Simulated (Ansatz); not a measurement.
**fcc Rh: the defect B on the Rh site (B_Rh)**

The numbers are results of PBE, PAW (plane waves to 420 eV; Ansatz, a program for electronic structure), not measurements. Set-up: 32-site cell; 6×6×6 shifted k-points; start: the Rh site; finite-size errors of tenths of an eV; the relaxation kept the symmetry of the starting site.

Neighbours after relaxation, in Å: of the B atom: Rh 2.67, Rh 2.67, Rh 2.67, Rh 2.67, Rh 2.67, Rh 2.67, Rh 2.67, Rh 2.67 (the shell may go on).

Formation energies E_f are those of the neutral cell. Chemical conditions: host crystal and elements as references (Δμ(Rh) = 0.00 eV, Δμ(B) = 0.00 eV; B taken from its element, since no compound that bounds it was computed at this level; only phases computed here count, gases as isolated molecules at 0 K). Reference phases: B: alpha boron, Rh: fcc Rh.

| charge | moment (μB) | point group | largest move off a lattice site (Å) | E_f, host crystal and elements as references (eV) |
|---|---|---|---|---|
| 0 | not spin-polarised | Oh | 0.04 | 1.85 |

Point groups are those of the whole cell at tolerances of 0.03 and 0.1 Å ("near" where only the looser one holds); none is given for unsettled states.

All states together cost very roughly 2.7 core-minutes.
